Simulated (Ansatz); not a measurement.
Consider SnO2 in the rutile structure (space group P4_2/mnm, No. 136; a = 4.8275 Å, c = 3.2382 Å).

(Cell as relaxed with PBE.)

Levels (all Ansatz, a program for electronic structure, PAW): PBE (420 eV, no spin-orbit coupling); r2SCAN (500 eV, without spin-orbit coupling).

Each level relaxes its own structure.

```json
[
 {"quantity": "volume per atom", "PBE": "12.58 Å³", "r2SCAN": "[?]"},
 {"quantity": "lattice parameter a", "PBE": "9.123 bohr", "r2SCAN": "[?]"},
 {"quantity": "lattice parameter c", "PBE": "6.119 bohr", "r2SCAN": "[?]"}
]
```

Predict the r2SCAN column.


- volume per atom, r2SCAN: 12.09 Å³
- lattice parameter a, r2SCAN: 8.995 bohr
- lattice parameter c, r2SCAN: 6.049 bohr

PBE's volume per atom lies 0.49 Å³ above r2SCAN's (4.1 %); PBE's lattice parameter a lies 0.128 bohr above r2SCAN's (1.4 %); PBE's lattice parameter c lies 0.0707 bohr above r2SCAN's (1.2 %). Neither level is exact; r2SCAN is the comparison here, not a measurement.

Whether these cells are dynamically stable was not tested.
